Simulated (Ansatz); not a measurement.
AlN: biaxial strain −0.42 %, plane normal [111], relaxed out of plane

Start from AlN in the zinc blende structure (space group F-43m, No. 216; a = 4.342 Å). Axes: x, y, z lie along the cube axes.

It is then changed as follows: biaxial strain −0.42 %, plane normal [111], relaxed out of plane (Cartesian); in-plane vectors clamped, the third vector and the atoms free.

The values are results of Ansatz (an electronic-structure program), LDA, PAW, cutoff 420 eV, scalar-relativistic without spin-orbit coupling, not measurements. Γ-centred 13×13×13 mesh, Fermi–Dirac width 0.05 eV.

```tsv
quantity	base	changed	shift
volume per atom	10.23 Å³	10.16 Å³	-0.07 Å³
space group	F-43m (No. 216)	R3m (No. 160)	–
energy relative to the base (free energy F)	0 meV/atom	+0.6 meV/atom	+0.6 meV/atom
pressure (mean of the normal stresses, compression positive)	0.00 GPa	1.46 GPa	+1.46 GPa
band gap	3.25 eV	3.24 eV	-0.01 eV
gap character	–	indirect, Γ → F	–
electron mass	0.52 mₑ along k, 0.32 mₑ across (at X)	0.52 mₑ along k, 0.32 mₑ across (at X)	–
valence-band top at Γ (three highest levels, from the VBM)	–	0.00, 0.00, -0.05 eV	–
valley order (the lowest conduction-band minima on the path, energy above the VBM, named in the base's zone)	X along ⟨100⟩ 3.25 eV; Γ 4.39 eV	X along [100] 3.24 eV; Γ 4.43 eV	–
out-of-plane strain	–	+0.16 %	–
```

Effective masses come from finite differences of ±0.01 Å⁻¹. Along k means along the line from Γ to the band edge. Stability against distortions was not tested. This is not the structure that AlN has at room temperature and ambient pressure. Labels are those of the standard path for the cell's own space group.
